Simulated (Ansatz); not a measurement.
# Effect of Si → C on MnSi

The reference is MnSi (space group P2_13, No. 198; a = 4.5176 Å; ferromagnetic).

The change: every Si is replaced by C, then cell and atoms are relaxed.

Level of theory: PBE (Ansatz, a first-principles code), without spin-orbit coupling. k-mesh 12×12×12 (Γ-centred); smearing 0.05 eV (Fermi–Dirac), for the changed cell.

```csv
quantity,base,changed,shift
volume per atom,11.53 Å³,8.15 Å³,-3.373 Å³
density,5.98 g/cm³,6.82 g/cm³,+0.84 g/cm³
lattice parameter a,8.537 bohr,7.606 bohr,-0.931 bohr
space group,P2_13 (No. 198),P2_13 (No. 198),–
shortest interatomic distance,4.307 bohr,3.623 bohr,-0.6835 bohr
band gap,zero,zero,–
magnetic state,ferromagnetic,non-magnetic,–
```

Cost of the whole job for the changed cell (relaxation, final SCF and bands): very roughly 14 core-minutes.

Other magnetic orders, which the real material may have, were not ruled out. No phonon test of stability was made. As relaxed here, MnC is a hypothetical phase, not in the database extracts checked. Starting moments died away, wholly or in part, for Si → C; another magnetic solution may exist. Spin-polarised in the final run: base; the other runs are not.
